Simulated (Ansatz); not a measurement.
End structure of a constructed model of the (100) surface of fcc Al (in the relaxation 1 Al–Al bonds formed), a layer of Fe in place of the second plane (bottom of the slab: a bare face, its two planes held):

```yaml
crystal:
  lattice:
    - [2.85810, 0.00000, 0.00000]
    - [0.00000, 2.85810, 0.00000]
    - [0.00000, 0.00000, 26.50000]
  atoms:
    - { symbol: Al, position: [0.50000, 0.50000, 0.30685] }
    - { symbol: Al, position: [0.00000, 0.00000, 0.38311] }
    - { symbol: Al, position: [0.50000, 0.50000, 0.46407] }
    - { symbol: Al, position: [0.00000, 0.00000, 0.54414] }
    - { symbol: Fe, position: [0.50000, 0.50000, 0.59988] }
    - { symbol: Al, position: [0.00000, 0.00000, 0.64763] }
```

Set-up: 6 atoms, 10.2 Å thick at the start (thin: gaps and levels are the slab's own); mesh 13x13x1; 0.1 eV smearing; dipole correction on; 2 atoms held, the rest relaxed; symmetry of the start imposed; spin-polarised, no spin-orbit, no U. The starting moment vanished. It is one candidate, not shown to be the stable structure of the face.

What is the computed work function of the top face (PBE (Ansatz, a program for electronic structure))?

3.17 eV
